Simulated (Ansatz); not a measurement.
Carrier properties of ZnS under load (space group I-4m2)

```
CELL_PARAMETERS angstrom
      0.00000     2.70773     2.64232
      2.70773     0.00000     2.64232
      2.70773     2.70773     0.00000
ATOMIC_POSITIONS crystal
  Zn 0.00000 0.00000 0.00000
  S  0.25000 0.25000 0.25000
```

All values below come from r2SCAN with spin-orbit coupling, rigid bands (plane waves, PAW; Ansatz, a program for electronic structure). Condition of this run: biaxial stress in (001) of -1 GPa (compression positive) (the target of the relaxation). Geometry: cell and atoms relaxed with PBEsol, then loaded as said.

| Quantity | Value |
|---|---|
| band gap | 2.69 eV |
| electron conductivity mass (300 K, dilute) | 0.21 mₑ |
| hole conductivity mass (300 K, dilute) | 0.80 (x), 0.80 (y), 0.69 (z) mₑ |
| effective density of states N_c (300 K) | 2.3e18 cm⁻³ |
| effective density of states N_v (300 K) | 2.0e19 cm⁻³ |
| density-of-states mass, electrons | 0.20 mₑ |
| density-of-states mass, holes | 0.85 mₑ |
| Seebeck coefficient, n-type 1e19 cm⁻³, 300 K | -117 μV/K |
| Seebeck coefficient, p-type 1e19 cm⁻³, 300 K | 332 μV/K |
| best p-type power factor at 300 K for τ = 10 fs (best axis; densities from 1e16 to 1e21 cm⁻³ tried, whether or not they can be reached) | 14.8 μW/(cm·K²) at 3e20 cm⁻³ |

Rigid bands; masses and Seebeck coefficients take one relaxation time τ for all states and one kind of carrier; polarons and phonon drag are left out. Geometry: cell and atoms relaxed with PBEsol.
